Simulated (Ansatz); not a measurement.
Troubleshooting Ansatz (a program for electronic structure): a failed run on K2LiMn2O4 (C2, 18 atoms in the cell). The aim is a self-consistent single point with DFT, PBEsol, plane waves, default PAW files made with PBE.

Cell that was meant: a = 6.4634 Å, b = 6.4634 Å, c = 6.6518 Å, α = 93.18°, β = 93.18°, γ = 94.13°.

Part of the input:

Ansatz 0.2 input:
```yaml
  lattice:
    - [4.40258000, -4.73214000, 0.00000000]
    - [4.40258000, 4.73214000, 0.00000000]
    - [8.80516000, 0.00000000, 0.00000000]
  atoms:
    - { symbol: K, position: [0.02601000, 0.97399000, 0.00000000] }
    - { symbol: K, position: [0.98444000, 0.01556000, 0.50000000] }
    - { symbol: K, position: [0.49981000, 0.01031000, 0.74025000] }
    - { symbol: K, position: [0.98969000, 0.50019000, 0.25975000] }
    - { symbol: Li, position: [0.64672000, 0.35328000, 0.00000000] }
    - { symbol: Li, position: [0.35815000, 0.64185000, 0.50000000] }
    - { symbol: Mn, position: [0.18220000, 0.41962000, 0.78554000], spin: 4.0 }
    - { symbol: Mn, position: [0.58038000, 0.81780000, 0.21446000], spin: 4.0 }
    - { symbol: Mn, position: [0.79223000, 0.58637000, 0.71511000], spin: 4.0 }
    - { symbol: Mn, position: [0.41363000, 0.20777000, 0.28489000], spin: 4.0 }
    - { symbol: O, position: [0.68992000, 0.10770000, 0.19001000] }
    - { symbol: O, position: [0.89230000, 0.31008000, 0.80999000] }
    - { symbol: O, position: [0.11914000, 0.68324000, 0.69714000] }
    - { symbol: O, position: [0.31676000, 0.88086000, 0.30286000] }
    - { symbol: O, position: [0.32883000, 0.29035000, 0.99413000] }
    - { symbol: O, position: [0.70965000, 0.67117000, 0.00587000] }
    - { symbol: O, position: [0.30743000, 0.33785000, 0.53383000] }
    - { symbol: O, position: [0.66215000, 0.69257000, 0.46617000] }
kpoints:
  mp_grid: { grid: [2, 2, 2] }
hamiltonian:
```

Output (repeated stretches shortened):

```
Error: invalid value for `crystal.lattice`: the lattice is degenerate (Ω = 0 Å³): its volume is under 1e-10 Å³
```

Q: Read the log: what does the program object to, and what is the fix?

A: The fault is linearly dependent lattice vectors. Three vectors in one plane span no volume, and the reciprocal lattice does not exist. To fix it, correct the lattice vector. The program stopped before any SCF iteration.

The sound input it was made from differs as follows (other fixes are possible):
```diff
-    - [8.80516000, 0.00000000, 0.00000000]
+    - [-0.54106200, 0.00000000, 6.62980800]
```

With that input, the run converged in 15 iterations: free energy E − TS (on the zero of these files) -26437.4917 eV; pressure -5.56 GPa; largest force (vector length) 0.832 eV/Å; size of the cell's spin moment 18.00 μB (DFT, PBEsol, plane waves, default PAW files made with PBE).

On the sound input: the starting cell comes from a database of computed structures (which also holds hypothetical and non-ambient phases and stackings), without a prior relaxation at this level. The magnetic order is the one reached from the typed start; others were not searched systematically. The program warned that, by what it read of turns of the moments, another magnetic order lies lower. With a pressure of about -6 GPa the cell is away from its equilibrium volume at this level. Ansatz's pressure includes its estimate of the finite-basis (Pulay) stress.
